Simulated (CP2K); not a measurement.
## Input and output of a self-consistent single point for InAs (F-43m, 2 atoms in the cell) (CP2K)

Level of theory: PBE, GPW, DZVP-MOLOPT-SR-GTH basis, GTH-PBE potentials (GTH_POTENTIALS) run with CP2K 2026.2.

Input:

```
&GLOBAL
  PROJECT scf
  RUN_TYPE ENERGY_FORCE
  PRINT_LEVEL MEDIUM
&END GLOBAL
&FORCE_EVAL
  METHOD Quickstep
  STRESS_TENSOR ANALYTICAL
  &DFT
    BASIS_SET_FILE_NAME BASIS_MOLOPT
    POTENTIAL_FILE_NAME GTH_POTENTIALS
    &QS
      METHOD GPW
      EPS_DEFAULT 1E-10
    &END QS
    &MGRID
      CUTOFF 500
      REL_CUTOFF 50
      NGRIDS 5
    &END MGRID
    &SCF
      SCF_GUESS ATOMIC
      EPS_SCF 1E-7
      MAX_SCF 100
      ADDED_MOS 4
      &DIAGONALIZATION
        ALGORITHM STANDARD
      &END DIAGONALIZATION
      &MIXING
        METHOD BROYDEN_MIXING
        ALPHA 0.3
        NBUFFER 12
      &END MIXING
      &SMEAR ON
        METHOD METHFESSEL_PAXTON
        SIGMA [eV] 0.05
      &END SMEAR
    &END SCF
    &KPOINTS
      SCHEME MACDONALD 6 6 6 0.08333333333 0.08333333333 0.08333333333
    &END KPOINTS
    &XC
      &XC_FUNCTIONAL PBE
      &END XC_FUNCTIONAL
    &END XC
    &PRINT
      &MO
        EIGENVALUES T
        OCCUPATION_NUMBERS T
        NDIGITS 8
        FILENAME mo
        &EACH
          QS_SCF 0
        &END EACH
        ADD_LAST NUMERIC
      &END MO
      &MULLIKEN ON
      &END MULLIKEN
    &END PRINT
  &END DFT
  &SUBSYS
    &CELL
      A 4.31838600 0.00000000 0.00000000
      B 2.15919300 3.73983200 0.00000000
      C 2.15919300 1.24661100 3.52594700
      PERIODIC XYZ
    &END CELL
    &COORD
      In       6.47757900     3.73983225     2.64446025
      As       0.00000000     0.00000000     0.00000000
    &END COORD
    &KIND In
      BASIS_SET DZVP-MOLOPT-SR-GTH
      POTENTIAL GTH-PBE-q13
    &END KIND
    &KIND As
      BASIS_SET DZVP-MOLOPT-SR-GTH
      POTENTIAL GTH-PBE-q5
    &END KIND
  &END SUBSYS
  &PRINT
    &FORCES ON
    &END FORCES
    &STRESS_TENSOR ON
    &END STRESS_TENSOR
  &END PRINT
&END FORCE_EVAL
```

Output, abridged:

```
 GLOBAL| Method name                                                        CP2K
 GLOBAL| Project name                                                        scf
 GLOBAL| Run type                                                   ENERGY_FORCE

 CELL| Volume [angstrom^3]:                                            56.944179
 CELL| Vector a [angstrom]:       4.318     0.000     0.000   |a| =     4.318386
 CELL| Vector b [angstrom]:       2.159     3.740     0.000   |b| =     4.318386
 CELL| Vector c [angstrom]:       2.159     1.247     3.526   |c| =     4.318386
 CELL| Angle (b,c), alpha [degree]:                                    59.999994
 CELL| Angle (a,c), beta  [degree]:                                    59.999998
 CELL| Angle (a,b), gamma [degree]:                                    60.000000
 CELL| Numerically orthorhombic:                                              NO
 CELL| Periodicity                                                           XYZ

 DFT| Spin restricted Kohn-Sham (RKS) calculation                            RKS
 DFT| Multiplicity                                                             1
 DFT| Number of spin states                                                    1
 DFT| Charge                                                                   0
 DFT| XC density smoothing                                                  NONE
 DFT| XC derivatives                                                          PW

 QS| Method:                                                                 GPW
 QS| Density plane wave grid type                        NON-SPHERICAL FULLSPACE
 QS| Number of grid levels:                                                    5
 QS| Density cutoff [a.u.]:                                                250.0
 QS| Multi grid cutoff [a.u.]: 1) grid level                               250.0
   [... lines left out ...]
 BRILLOUIN| Wavefunction type                                            COMPLEX
 BRILLOUIN| List of Kpoints [2 Pi/Bohr]                                      216
 BRILLOUIN| Number           Weight            X              Y              Z
 BRILLOUIN|     1           0.00463       -0.33333       -0.33333       -0.33333
 BRILLOUIN|     2           0.00463       -0.33333       -0.33333       -0.16667
 BRILLOUIN|     3           0.00463       -0.33333       -0.33333       -0.00000
   [... 213 lines left out ...]
 *******************************************************************************

 Extrapolation method: initial_guess

 Re-scaling the density matrix to get the right number of electrons
                  # Electrons              Trace(P)               Scaling factor
                           18                18.000                        1.000

 Number of electrons:                                                         18
 Number of occupied orbitals:                                                  9
 Number of molecular orbitals:                                                13

 Number of orbital functions:                                                 38
 Number of independent orbital functions:                                     38
 SCF WAVEFUNCTION OPTIMIZATION

  Step     Update method      Time    Convergence         Total energy    Change
     1 NoMix/Diag. 0.30E+00      -     1.15882452       -62.7103890284 -6.27E+01
     2 Broy./Diag. 0.30E+00      -     0.10064681       -62.6833531551  2.70E-02
     3 Broy./Diag. 0.30E+00      -     0.09693767       -62.6467246823  3.66E-02
     4 Broy./Diag. 0.30E+00      -     0.01364050       -62.6382947169  8.43E-03
     5 Broy./Diag. 0.30E+00      -     0.00113839       -62.6498432399 -1.15E-02
     6 Broy./Diag. 0.30E+00      -     0.00079638       -62.6445472850  5.30E-03
     7 Broy./Diag. 0.30E+00      -     0.00033180       -62.6423873294  2.16E-03
     8 Broy./Diag. 0.30E+00      -     0.00020814       -62.6430588698 -6.72E-04
     9 Broy./Diag. 0.30E+00      -     0.00000155       -62.6433527404 -2.94E-04
    10 Broy./Diag. 0.30E+00      -     0.00000106       -62.6433572482 -4.51E-06
    11 Broy./Diag. 0.30E+00      -     0.00000018       -62.6433564858  7.62E-07
    12 Broy./Diag. 0.30E+00      -     0.00000013       -62.6433558464  6.39E-07
    13 Broy./Diag. 0.30E+00      -     4.1864E-09       -62.6433557644  8.20E-08
  *** SCF run converged in    13 steps ***

  Electronic density on regular grids:        -17.9999999976        0.0000000024
  Core density on regular grids:               17.9999999976       -0.0000000024
  Total charge density on r-space grids:       -0.0000000000
  Total charge density g-space grids:          -0.0000000000

  Overlap energy of the core charge distribution:               0.00000000088020
  Self energy of the core charge distribution:               -103.51323037769340
  Core Hamiltonian energy:                                     31.20893327721886
  Hartree energy:                                              18.69783750966679
  Exchange-correlation energy:                                 -9.03688982234159
  Smearing free energy correction:                             -0.00000635217179
  Fermi energy:                                                 0.15389290725536

  Total energy:                                               -62.64335576444092

                     Mulliken Population Analysis

 #  Atom  Element  Kind  Atomic population                           Net charge
       1     In       1         12.923681                              0.076319
       2     As       2          5.076319                             -0.076319
 # Total charge                             18.000000                  0.000000

 ENERGY| Total FORCE_EVAL ( QS ) energy [hartree]            -62.643355750659289

 FORCES| Atomic forces [hartree/bohr]
 FORCES|   Atom     x               y               z               |f|
 FORCES|      1  1.47974832E-10  7.95587029E-09  3.45417876E-08   3.54464788E-08
 FORCES|      2 -1.93396808E-10 -7.98212015E-09 -3.45604041E-08   3.54707369E-08
 FORCES| Sum    -4.54219766E-11 -2.62498628E-11 -1.86165177E-11
 FORCES| Total atomic force                                       5.56667404E-11

 STRESS| Analytical stress tensor [bar]
 STRESS|                        x                   y                   z
 STRESS|      x        2.81077996898E+04  -2.03265465360E-02  -1.43729912304E-02
 STRESS|      y       -2.03265465360E-02   2.81078568843E+04  -3.02040266497E-02
 STRESS|      z       -1.43729912304E-02  -3.02040266497E-02   2.81079734770E+04
 STRESS| 1/3 Trace                                             2.81078766837E+04
```

The run converged in 13 iterations.

The starting cell comes from a database of computed structures (which also holds hypothetical and non-ambient phases and stackings), without a prior relaxation at this level. Values carry the incompleteness of an atom-centred basis. The run gives no clean gap (levels at the Fermi energy touch, overlap or are partly filled at this smearing), which alone does not show that the compound is a metal.
